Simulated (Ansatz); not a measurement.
The starting structures come from a database of crystals and need not be the phases stable at ambient conditions.

# Evanescent states of Sr2MgH6 (P-3m1, not sure to be the ambient phase, 9 atoms a cell, 12.1 Å³ an atom) along the normal of (001)

Level of theory: r2SCAN (plane waves, PAW; Ansatz, a first-principles code).

The gap is the functional's own, uncorrected, and κ follows it; spin-orbit coupling is left out. Mid-gap values are interpolated between the computed energies.

Energies count from the valence-band top; κ is the least over a 6×6 mesh across the current.

| E (eV) | κ (1/Å) | where |
|---|---|---|
| 0.08 | 0.070 | off Γ |
| 0.24 | 0.118 | off Γ |
| 0.40 | 0.147 | off Γ |
| 0.56 | 0.169 | off Γ |
| 0.72 | 0.185 | off Γ |
| 0.88 | 0.198 | off Γ |
| 1.04 | 0.208 | off Γ |
| 1.20 | 0.215 | off Γ |
| 1.36 | 0.221 | off Γ |
| 1.52 | 0.225 | off Γ |
| 1.68 | 0.227 | off Γ |
| 1.84 | 0.227 | off Γ |
| 2.00 | 0.226 | off Γ |
| 2.16 | 0.224 | off Γ |
| 2.32 | 0.220 | off Γ |
| 2.48 | 0.215 | off Γ |
| 2.64 | 0.208 | off Γ |
| 2.80 | 0.200 | off Γ |
| 2.96 | 0.189 | off Γ |
| 3.12 | 0.156 | off Γ |
| 3.28 | 0.062 | off Γ |

How thick must the barrier be to attenuate the transmission by 10^4 when the electrodes' Fermi level lies at 2.32 eV, and what attenuation does that film give at 2.80 eV?

d = 4 ln 10 / (2 × 0.220) = 20.9 Å. At 2.80 eV it gives 4 × 0.200/0.220 = 3.6 decades.
